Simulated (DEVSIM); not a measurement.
Structure: abrupt Ge n-p junction, at 400 K.

| layer (left to right) | material | thickness (μm) | Nd (cm⁻³) | Na (cm⁻³) | τn (s) | τp (s) |
|---|---|---|---|---|---|---|
| 1 | Ge | 2.50 | 8e17 | - | 0.00067 | 0.00067 |
| 2 | Ge | 0.530 | - | 1.9e16 | 0.00067 | 0.00067 |

Left contact: ohmic. Right contact: ohmic. Voltage is applied to the left contact. Recombination: SRH at mid-gap, radiative. Mobility is μmin + (μ − μmin)/(1 + (N/Nref)^α).

The device is made up for the run: typed textbook-type constants, with dimensions and the other settings drawn at random. Values at 300 K; Nc and Nv go as T^1.5, mobilities as T to minus their exponent, the gap by Varshni's rule with the affinity fixed.

| parameter | Ge |
|---|---|
| gap (eV) | 0.664 |
| affinity (eV) | 4 |
| permittivity | 16 |
| Nc (cm⁻³) | 1.04e19 |
| Nv (cm⁻³) | 6e18 |
| μn (cm²/Vs) | 3900 |
| μp (cm²/Vs) | 1900 |
| μn,min | 150 |
| μp,min | 100 |
| Nref,n | 2.6e17 |
| Nref,p | 4e17 |
| αn | 0.56 |
| αp | 0.6 |
| T exponent of μn | 1.66 |
| T exponent of μp | 2.33 |
| B (cm³/s) | 6.4e-14 |
| Varshni α (eV/K) | 0.000477 |
| Varshni β (K) | 235 |

DEVSIM, 1D drift-diffusion, Boltzmann statistics, complete ionisation; no tunnelling, impact ionisation, image-force lowering or self-heating.

The doping Na of layer 2 was swept, all else fixed.

```tsv
doping Na of layer 2 (cm^-3)	largest field in the device at zero bias (V/cm)	potential step across the device at zero bias (V)
5.7e14	48000	0.225
1.9e15	48000	0.240
5.7e15	50000	0.268
1.9e16	54000	0.308
5.7e16	68000	0.345
1.9e17	110000	0.387
5.7e17	160000	0.425
```

From the first row to the last the largest field in the device at zero bias goes from 48000 to 160000. From the first row to the last the potential step across the device at zero bias goes from 0.225 to 0.425.
